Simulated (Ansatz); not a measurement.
The reference is SiO2 (space group P3_221, No. 154; a = 4.949 Å, c = 5.441 Å). Axes: x lies along a and z along c of the hexagonal cell.

The values are results of PBEsol, PAW, 420 eV (Ansatz, a quantum-chemistry and plane-wave program; no spin-orbit coupling), not measurements.

The change: the cell is compressed by 1.50 % along z with no lateral relaxation, atoms relaxed at fixed cell.

Predict the stress tensor and what it implies for the stiffness.

Stress of the strained cell less that of the base (GPa, compression positive):
```
   0.12    0.00    0.00
   0.00    0.12    0.00
   0.00    0.00    1.41
```

Then −Δσ_ii/ε with ε = -0.0150 gives secant stiffness values (nonlinear terms included at this strain): C33 ≈ 94 GPa.

Stability against distortions was not tested.
